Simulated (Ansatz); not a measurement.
Results of PBE0 (Ansatz, a quantum-chemistry and plane-wave program, plane waves, PAW) for Bi2O2Te (model structure, started from the La2SO2 type, P-3m1, No. 164, 5 atoms in the cell).

Run with plane-wave cutoff 460 eV, 6×6×4 k mesh (along the axes of the cell as run), Fermi–Dirac smearing 0.01 eV, scalar-relativistic PAW data made under PBE.

Cell (relaxed with PBEsol):

```cif
data_Bi2O2Te
_chemical_formula_sum 'Bi2 Te1 O2'
_space_group_name_H-M_alt 'P 1'
_space_group_IT_number 1
_cell_length_a 4.03491
_cell_length_b 4.03491
_cell_length_c 7.33329
_cell_angle_alpha 90.000
_cell_angle_beta 90.000
_cell_angle_gamma 120.000
loop_
_space_group_symop_operation_xyz
  'x, y, z'
loop_
_atom_site_label
_atom_site_type_symbol
_atom_site_fract_x
_atom_site_fract_y
_atom_site_fract_z
_atom_site_occupancy
Bi1 Bi 0.66667 0.33333 0.79837 1
Bi2 Bi 0.33333 0.66667 0.20163 1
Te1 Te 0.00000 0.00000 0.50000 1
O1 O 0.66667 0.33333 0.11441 1
O2 O 0.33333 0.66667 0.88559 1
```

Task: Give the computed band gap, smallest direct gap on the k points sampled and Γ–Γ gap.

Result: 
band gap: 1.77 eV
smallest direct gap on the k points sampled: 2.47 eV
Γ–Γ gap: 3.99 eV

Note: the relaxation could raise the start's symmetry but not lower it, so the cell can be a saddle point; cell and atoms aren't relaxed at this level (pressure 0.4 GPa).

Spin–orbit coupling is not included; with these elements it can move the gap by several tenths of an eV or more.

Computed values are for the static lattice.

It cost roughly 2.9 core-minutes of CPU time.

A model structure was made by putting elements into a prototype or built by hand; it is no filed structure, need not be a known phase, and can be a saddle point held by its symmetry.
